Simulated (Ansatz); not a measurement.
The starting structures come from a database of crystals and need not be the phases stable at ambient conditions.

Inside the gap of an insulator the Bloch states are evanescent, with a wavenumber k + iκ along the transport direction.

Data:

```
CELL_PARAMETERS angstrom
      6.92238     0.00000     0.00000
      3.46119     6.88323     0.00000
      3.46119    -0.58015     1.91225
ATOMIC_POSITIONS crystal
  Be 0.83290 0.50043 0.50043
  Be 0.66624 0.00043 0.00043
  Te 0.45876 0.87457 0.87457
  Te 0.29210 0.37457 0.37457
```

Space group of this cell: P6_3mc, wurtzite. The cell is taken as given.

Transport runs along the normal of the first two printed cell vectors, the (111) plane of the conventional cell.

The gap is the functional's own. No spin-orbit coupling. Mid-gap values are interpolated on the energy grid.

Compute, with r2SCAN run with Ansatz (a program for electronic structure), the band gap and the smallest decay constant κ at mid-gap.

Gap 2.58 eV on a 16×16×16 mesh; κ = 0.194 1/Å, at the zone centre.
